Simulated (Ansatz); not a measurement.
Phonon-limited resistivity of ZrW2 (Fd-3m) against temperature in μΩ·cm, PBEsol, DFPT electron-phonon coupling, linearised Boltzmann equation (Ansatz, an electronic-structure program), harmonic crystal at a fixed cell.

```tsv
T	ρ
50 K	0.439
77 K	1.51
100 K	2.61
150 K	5.01
200 K	[?]
250 K	9.46
273 K	[?]
300 K	11.6
350 K	13.7
400 K	15.8
500 K	19.9
600 K	[?]
800 K	32.4
```

Question: Complete the blanks.

Answer: 
- 200 K, ρ: 7.28
- 273 K, ρ: 10.4
- 600 K, ρ: 24.1

A metal at this level (no band gap). Only scattering by harmonic phonons is included (no impurities, grain boundaries, electron-electron scattering or thermal expansion). Spin-orbit coupling is left out, which matters with elements this heavy. Halving the electron mesh (20x20x20) moves the resistivity by up to 2 %. Smearing 0.20 eV; phonons on a 3x3x3 q mesh, which this run doesn't test and which matters most at low temperature.

Formula and space group known from diffraction (Crystallography Open Database), not checked to be the room-temperature form: ZrW2 (Fd-3m).
